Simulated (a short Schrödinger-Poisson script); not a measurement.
Stack: gated Al0.3Ga0.7As/GaAs δ-doped gas, at 300 K.

```csv
layer,material,thickness (nm),Na (cm⁻³)
1,Al0.3Ga0.7As,10,-
2,Al0.3Ga0.7As,10,-
3,GaAs,6000,4e15
```

The device is made up for the run: typed textbook-type constants, with dimensions and the other settings drawn at random. Al0.3Ga0.7As: permittivity 12.05, conduction-band edge (eV) 0.237, gap (eV) 1.798, electron mass (mₑ) 0.0919, Nv at 300 K (cm⁻³) 9e18. GaAs: permittivity 12.9, conduction-band edge (eV) 0, gap (eV) 1.424, Nv at 300 K (cm⁻³) 9e18.

Channel valleys (confinement mass, in-plane density-of-states mass, number): Γ 0.067, 0.067, 1. At the gate the conduction-band edge of layer 1 lies 0.99 eV − eVg above the Fermi level of the channel; the field vanishes at the back. Sheet of ionised δ-doping: +3.2e12 e/cm² at 10 nm from the gate. The barrier under the gate holds no holes. Gaps are held at their typed values at every temperature. Mesh 0.08 nm at interfaces.

From a short Schrödinger-Poisson script (our own, NumPy): 1D Poisson equation in equilibrium, electrons quantum, Hartree (BenDaniel-Duke, 40 states a valley, the channel's in-plane mass for all, wave functions free to enter the barrier), parabolic valleys, classical holes, full ionisation, no traps, pinning or gate leakage.

The same stack at other levels of the model or other numerical settings:

```
run                                                                  sheet density of all electrons at Vg = 0.5 V (cm⁻²)  capacitance at Vg = 0.5 V (μF/cm²)  centroid of the channel electrons at Vg = 0.5 V (nm)  gate voltage at 1e11 electrons/cm² (V)  rough cost against the base
-------------------------------------------------------------------  ---------------------------------------------------  ----------------------------------  ----------------------------------------------------  --------------------------------------  ---------------------------
base                                                                                                             3.67e11                               0.373                                                  7.83                                    0.37                      about 1
electrons treated as classical, Boltzmann                                                                        4.20e11                                   …                                                  5.32                                    0.36                         0.03
electrons treated as classical, Fermi-Dirac                                                                      3.98e11                               0.387                                                  6.05                                    0.36                          0.2
electrons treated as quantum, Hartree plus LDA exchange-correlation                                              3.85e11                               0.383                                                     …                                    0.36                      about 1
mesh six times as coarse                                                                                         3.67e11                               0.373                                                  7.82                                    0.37                          0.2
one subband a valley                                                                                             3.45e11                               0.365                                                     …                                    0.38                          0.3
```

Problem. Fill in the missing entries.

Solution. 
- electrons treated as quantum, Hartree plus LDA exchange-correlation, centroid of the channel electrons at Vg = 0.5 V (nm): 7.52
- electrons treated as classical, Boltzmann, capacitance at Vg = 0.5 V (μF/cm²): 0.416
- one subband a valley, centroid of the channel electrons at Vg = 0.5 V (nm): 5.62

The classical rows ignore confinement, and Boltzmann statistics overrate the density once the band edge passes the Fermi level.
